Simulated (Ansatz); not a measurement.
System: zinc-blende KI (model structure). Method: PBE0 (PAW; Ansatz, an electronic-structure program).

Numerical settings: plane-wave cutoff 500 eV, 6×6×6 k mesh, gaussian smearing 0.02 eV, scalar-relativistic PAW data made under PBE.

Cell (relaxed with r²SCAN):

```cif
data_I4K4
_chemical_formula_sum 'K4 I4'
_space_group_name_H-M_alt 'F-43m'
_space_group_IT_number 216
_space_group_name_Hall 'F -4 2 3'
_cell_length_a 7.93066
_cell_length_b 7.93066
_cell_length_c 7.93066
_cell_angle_alpha 90.000
_cell_angle_beta 90.000
_cell_angle_gamma 90.000
loop_
_atom_site_label
_atom_site_type_symbol
_atom_site_symmetry_multiplicity
_atom_site_Wyckoff_symbol
_atom_site_fract_x
_atom_site_fract_y
_atom_site_fract_z
_atom_site_occupancy
K1 K 4 a 0.00000 0.00000 0.00000 1
I1 I 4 d 0.75000 0.75000 0.75000 1
```
(The calculation used a cell of 2 atoms; values per cell refer to that cell.)

Predict the band gap.


- band gap = 5.60 eV (on the SCF k mesh)

Note: the relaxation could raise the start's symmetry but not lower it, so the cell can be a saddle point.

Spin–orbit coupling is not included; with these elements it can move the gap by several tenths of an eV or more.

The computed numbers hold no vibrational or temperature effects.

Computing time: very roughly 3 core-minutes.

A model structure was made by putting elements into a prototype or built by hand; it is no filed structure, need not be a known phase, and can be a saddle point held by its symmetry.
